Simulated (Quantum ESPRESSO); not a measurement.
Worked example: self-consistent single point of SrGe3Pd (I4mm, 5 atoms in the cell) in Quantum ESPRESSO.

Method of the run: PBEsol, PseudoDojo standard norm-conserving (PBESOL) pseudopotentials (plane waves; Quantum ESPRESSO 7.5).

The change in words: lattice scaled by 0.98. Reference geometry:
```
SrGe3Pd
1.0
    2.24079    -2.24079     5.14480
    2.24079     2.24079     5.14480
   -2.24079    -2.24079     5.14480
Sr Ge Pd
1 3 1
Direct
  0.00000   0.99859   0.99859
  0.00000   0.39970   0.39970
  0.50000   0.25315   0.75315
  0.50000   0.75315   0.25315
  0.00000   0.64310   0.64310
```

Reference input (self-consistent single point, DFT, PBEsol, plane waves, PseudoDojo standard norm-conserving (PBESOL) pseudopotentials): ecutwfc = 85 Ry; occupations = smearing; smearing = gauss; degauss = 0.0073499 Ry; potentials = {Sr: Sr.upf, Ge: Ge.upf, Pd: Pd.upf}; K_POINTS = automatic 6 6 6 0 0 0; conv_thr = 1e-09 Ry; mixing_beta = 0.3. This run's input differs from it in these lines:

```diff
@@ -10,4 +10,4 @@
    ibrav = 7,
-   celldm(1) = 8.468977703,
-   celldm(3) = 2.29596861828,
+   celldm(1) = 8.299597771,
+   celldm(3) = 2.29596867730,
    nat = 5,
@@ -28,7 +28,7 @@
 ATOMIC_POSITIONS angstrom
-Sr    0.000000000    0.000000000   10.275081678
-Ge    0.000000000    0.000000000    4.112749123
-Ge   -2.240795000    0.000000000    2.604809708
-Ge    0.000000000    2.240795000    2.604809708
-Pd    0.000000000    0.000000000    6.617235329
+Sr    0.000000000    0.000000000   10.069579845
+Ge    0.000000000    0.000000000    4.030494061
+Ge   -2.195979000    0.000000000    2.552713464
+Ge    0.000000000    2.195979000    2.552713464
+Pd    0.000000000    0.000000000    6.484890494
 K_POINTS automatic
```

Log, with long lists cut:

```
     Self-consistent Calculation

     iteration #  1     ecut=    85.00 Ry     beta= 0.30

     total energy              =    -872.51900255 Ry
     estimated scf accuracy    <       2.87519775 Ry

     iteration #  2     ecut=    85.00 Ry     beta= 0.30

     total energy              =    -873.47875793 Ry
     estimated scf accuracy    <       1.41326282 Ry

     iteration #  3     ecut=    85.00 Ry     beta= 0.30

     total energy              =    -873.50058413 Ry
     estimated scf accuracy    <       0.17403632 Ry

   [... 8 blocks of this kind left out ...]

     iteration # 12     ecut=    85.00 Ry     beta= 0.30

     total energy              =    -873.55406822 Ry
     estimated scf accuracy    <          8.0E-09 Ry

     iteration # 13     ecut=    85.00 Ry     beta= 0.30
     End of self-consistent calculation

     the Fermi energy is    13.4067 ev

!    total energy              =    -873.55406822 Ry
     estimated scf accuracy    <          4.9E-10 Ry
     smearing contrib. (-TS)   =      -0.00064170 Ry
     internal energy E=F+TS    =    -873.55342652 Ry

     convergence has been achieved in  13 iterations

     Forces acting on atoms (cartesian axes, Ry/au):

     atom    1 type  1   force =     0.00000000    0.00000000    0.00258757
     atom    2 type  2   force =     0.00000000    0.00000000    0.00897694
     atom    3 type  2   force =     0.00000000    0.00000000   -0.00245426
     atom    4 type  2   force =     0.00000000    0.00000000   -0.00245426
     atom    5 type  3   force =     0.00000000    0.00000000   -0.00665599

     Total force =     0.011985     Total SCF correction =     0.000033

          total   stress  (Ry/bohr**3)                   (kbar)     P=       34.43
   0.00023422   0.00000000   0.00000000           34.46        0.00        0.00
   0.00000000   0.00023422  -0.00000000            0.00       34.46       -0.00
   0.00000000  -0.00000000   0.00023371            0.00       -0.00       34.38

   JOB DONE.
```

The run converged in 13 iterations. Against the reference run the free energy goes up by 5.2 meV/atom, the pressure goes from -1.76 to 3.44 GPa and the largest force goes from 0.208 to 0.231 eV/Å.

The starting cell comes from a database of computed structures (which also holds hypothetical and non-ambient phases and stackings), without a prior relaxation at this level. For this run, on top of that: lattice scaled by 0.98. Spin polarisation is off. With a pressure of about 3 GPa the cell is away from its equilibrium volume at this level.

Cost on one core of a shared machine: roughly 8 min.
